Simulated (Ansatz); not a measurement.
Worked example: self-consistent single point of MgS (R3m, 2 atoms in the cell) in Ansatz (a program for electronic structure).

Computed with LDA (PW92), default PAW files made with PBE (plane waves; Ansatz).

The change in words: lattice scaled by 0.98; kpoints.mp_grid.grid: 8 8 8 → 12 12 12. Reference geometry:
```
CELL_PARAMETERS angstrom
      0.00000     2.84729     2.84729
      2.84729     0.00000     2.84729
      2.84729     2.84729     0.00000
ATOMIC_POSITIONS crystal
  Mg 0.00507 0.00507 0.00507
  S  0.75000 0.75000 0.75000
```

Reference input (self-consistent single point, DFT, LDA (PW92), plane waves, default PAW files made with PBE): basis.ecutwfc = 30.9 Ry; kpoints.mp_grid.grid = 8 8 8; hamiltonian.xc = lda; hamiltonian.pseudopotentials = {kind: paw} (the program's default PAW files); scf.occupations.method = fixed. This run's input differs from it in these lines:

Ansatz 0.2 input:
```diff
@@ -2,8 +2,8 @@
   lattice:
-    - [0.000000, 2.847286, 2.847286]
-    - [2.847286, 0.000000, 2.847286]
-    - [2.847286, 2.847286, 0.000000]
+    - [0.000000, 2.790340, 2.790340]
+    - [2.790340, 0.000000, 2.790340]
+    - [2.790340, 2.790340, 0.000000]
   atoms:
-    - { symbol: Mg, position_ang: [0.028866, 0.028866, 0.028866] }
-    - { symbol: S, position_ang: [4.270929, 4.270929, 4.270929] }
+    - { symbol: Mg, position_ang: [0.028288, 0.028288, 0.028288] }
+    - { symbol: S, position_ang: [4.185510, 4.185510, 4.185510] }
 basis:
@@ -11,3 +11,3 @@
 kpoints:
-  mp_grid: { grid: [8, 8, 8] }
+  mp_grid: { grid: [12, 12, 12] }
 hamiltonian:
```

Log, with long lists cut:

```
SCF iter   1: F=—  HF=-2774.005259 eV  |F-HF|=—  |Δ(HF+E_count)|=         —  Δρ=6.06e-3  dr2=1.08e-2  ethr=1.77e-3  ⟨swp⟩=5.0  Hψ=12290  notcnv=0  defer=370
all-band conjugate gradients solve this SCF's bands
preconditioner: auto → none
SCF iter   2: F=—  HF=-2773.998271 eV  |F-HF|=—  |Δ(HF+E_count)|=   6.99e-3  Δρ=2.42e-3  dr2=1.35e-3  ethr=6.78e-5  ⟨swp⟩=2.9  Hψ=5653  notcnv=0  defer=373
SCF iter   3: F=—  HF=-2773.997627 eV  |F-HF|=—  |Δ(HF+E_count)|=   6.44e-4  Δρ=3.82e-4  dr2=4.53e-5  ethr=8.41e-6  ⟨swp⟩=2.0  Hψ=4161  notcnv=0  defer=375
SCF iter   4: F=—  HF=-2773.997615 eV  |F-HF|=—  |Δ(HF+E_count)|=   1.21e-5  Δρ=8.31e-5  dr2=2.17e-6  ethr=2.83e-7  ⟨swp⟩=2.2  Hψ=2971  notcnv=0  defer=186
SCF iter   5: F=—  HF=-2773.997614 eV  |F-HF|=—  |Δ(HF+E_count)|=   6.23e-7  Δρ=1.43e-5  dr2=1.42e-7  ethr=1.36e-8  ⟨swp⟩=2.0  Hψ=3024  notcnv=0  defer=116
SCF iter   6: F=-2773.997614 eV  HF=-2773.997614 eV  |F-HF|=1.40e-10  |Δ(HF+E_count)|=   3.15e-8  Δρ=2.96e-6  dr2=2.87e-9  ethr=6.25e-10  ⟨swp⟩=6.2  Hψ=10382  notcnv=0
SCF 1 converged in 6 iterations: F = -2773.997614 eV  dr2 = 2.87e-9
Free energy (F): -2773.997614 eV
Internal energy: -2773.997614 eV  (E = F + TS)
E sigma→0 (E₀):  -2773.997614 eV
Fermi energy:    3.359680 eV
--- Forces (eV/Å), atoms counted from 1 ---
  atom   1  Mg    -0.15666368    -0.15666368    -0.15666368
  atom   2  S      0.15666530     0.15666530     0.15666530
--- Stress (GPa, compression-positive) ---
        0.501428      -0.671630      -0.671630
       -0.671630       0.501428      -0.671630
       -0.671630      -0.671630       0.501428
  P = ⅓ Tr σ = 0.5014 GPa (5.014 kbar)
  The stress holds the Pulay correction. Without it, at fixed plane waves, as pw.x and ABINIT print it: P = 0.4942 GPa
```

The run converged in 6 iterations. Against the reference run the free energy falls by 10.9 meV/atom, the pressure goes from -2.90 to 0.50 GPa, the largest force goes from 0.229 to 0.271 eV/Å and the gap on the mesh goes from 3.026 to 3.327 eV.

The starting cell comes from a database of computed structures (which also holds hypothetical and non-ambient phases and stackings), without a prior relaxation at this level. Its lattice was rescaled by up to half a per cent. One atom was moved a little off its site on purpose. For this run, on top of that: lattice scaled by 0.98. Ansatz's pressure includes its estimate of the finite-basis (Pulay) stress.
